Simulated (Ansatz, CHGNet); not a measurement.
Enthalpy of formation (eV/atom) of solids drawn from the class of intermetallic compounds, at two levels: the machine-learned potential CHGNet-r²SCAN (trained on r²SCAN data), and PBE in Ansatz (plane waves, PAW).

| solid | CHGNet-r²SCAN | PBE | shift (eV/atom) |
|---|---|---|---|
| L1₂ (Cu3Au-type) Ni3Fe | -0.120 | -0.089 | +0.031 |
| L1₂ (Cu3Au-type) Ni3Al | -0.472 | -0.429 | +0.043 |
| CsCl-type PdIn | -0.543 | -0.486 | +0.057 |
| CsCl-type RuAl | -0.822 | -0.639 | +0.183 |
| B20 (FeSi-type) FeGe | 0.025 | -0.088 | -0.113 |
| L1₀ (CuAu-type) CuAu | -0.064 | -0.052 | +0.012 |
| L1₀ (CuAu-type) TiAl | -0.508 | -0.406 | +0.102 |
| L1₂ (Cu3Au-type) Pt3Ti | -0.930 | -0.855 | +0.075 |
| L1₂ (Cu3Au-type) Al3Sc | -0.497 | -0.454 | +0.043 |
| CsCl-type CuZn | -0.072 | -0.091 | -0.019 |

The shifts run from -0.113 eV/atom to +0.183 eV/atom, with a median of +0.043 eV/atom.

Over all 10 rows PBE is the larger in 8.

Density-functional runs with spin start from parallel moments for L1₂ (Cu3Au-type) Ni3Fe, parallel moments for L1₂ (Cu3Au-type) Ni3Al, parallel moments for B20 (FeSi-type) FeGe.

Spin–orbit coupling is left out, also for the solids with elements from indium on (CsCl-type PdIn, L1₀ (CuAu-type) CuAu, L1₂ (Cu3Au-type) Pt3Ti); its size isn't shown.

The solid named is at each level's own relaxed cell; a reference phase can be a single point on another level's cell. Ansatz's density-functional and Hartree–Fock values are scalar-relativistic unless marked +SOC, with PAW data made under PBE.

Ansatz is a first-principles code.
